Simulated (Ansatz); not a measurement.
```xyz
1
Lattice="0.0000 1.9486 1.9486 1.9486 0.0000 1.9486 1.9486 1.9486 0.0000" Properties=species:S:1:pos:R:3 pbc="T T T"
Pt     0.0000     0.0000     0.0000
```

Level of theory: PBEsol, rigid bands (plane waves, PAW, scalar-relativistic; Ansatz, a quantum-chemistry and plane-wave program). Condition of this run: hydrostatic pressure 5 GPa (the target of the relaxation). How the cell was made: cell and atoms relaxed with PBEsol, then loaded as said.

Question: Predict the product ρ₀λ of resistivity and mean free path that follows from the Fermi surface's area.

Answer: 3.4 ×10⁻¹⁶ Ω·m².

Question: And the Drude plasma energy and the root-mean-square Fermi velocity at 300 K?

Answer: 9.1 eV; 4.9e5 m/s.

A metal at this level (no band gap); rigid bands, thermally averaged at 300 K, both spins. Spin-orbit coupling is left out, which matters with elements this heavy. τ is one relaxation time for all states; the product of resistivity and mean free path takes one path for all states instead.
